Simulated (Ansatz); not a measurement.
Data:

End structure of a constructed model of the (100) surface of fcc Pd, a pseudomorphic layer of Ru in the host's stacking (bottom of the slab: a bare face, its two planes held):

```xyz
7
Lattice="2.7886 0.0000 0.0000 0.0000 2.7886 0.0000 0.0000 0.0000 28.5000" Properties=species:S:1:pos:R:3 pbc="T T T"
Pd     1.3943     1.3943     8.2099
Pd     0.0000     0.0000    10.1817
Pd     1.3943     1.3943    12.1476
Pd     0.0000     0.0000    14.1239
Pd     1.3943     1.3943    16.1156
Pd     0.0000     0.0000    18.1322
Ru     1.3943     1.3943    19.9262
```

Model: 7-atom slab, 12.1 Å thick at the start, 13x13x1 mesh, Fermi-Dirac 0.1 eV, dipole correction, single point; on the structure that PBE left under its start's symmetry; no spin, no spin-orbit, no U. It is one candidate, not shown to be the stable structure of the face.

Question: Give the work function of the top face at the level r2SCAN, at the PBE geometry (Ansatz, a quantum-chemistry and plane-wave program).

Answer: 5.19 eV
